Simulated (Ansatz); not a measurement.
Take MgTe in the zinc blende structure (space group F-43m, No. 216) as the base.

```
CELL_PARAMETERS angstrom
      0.00000     3.21920     3.21920
      3.21920     0.00000     3.21920
      3.21920     3.21920     0.00000
ATOMIC_POSITIONS crystal
  Mg 0.00000 0.00000 0.00000
  Te 0.25000 0.25000 0.25000
```

Cartesian axes are those of the cell as printed.

The values are results of PBEsol (Ansatz, a first-principles code), without spin-orbit coupling, earlier PAW set, not measurements.

The change: the cell is scaled by 0.9944 in all directions; the atoms relax in the strained cell.

**Question.** Predict the stress tensor and what it implies for the stiffness.

**Answer.** Stress of the strained cell less that of the base (GPa, compression positive):
```
   0.63    0.00    0.00
   0.00    0.63    0.00
   0.00    0.00    0.63
```

Then B = −ΔP/(ΔV/V₀) with ΔV/V₀ = -0.0167 gives secant stiffness values (nonlinear terms included at this strain): B ≈ 38 GPa.

Stability against distortions was not tested.
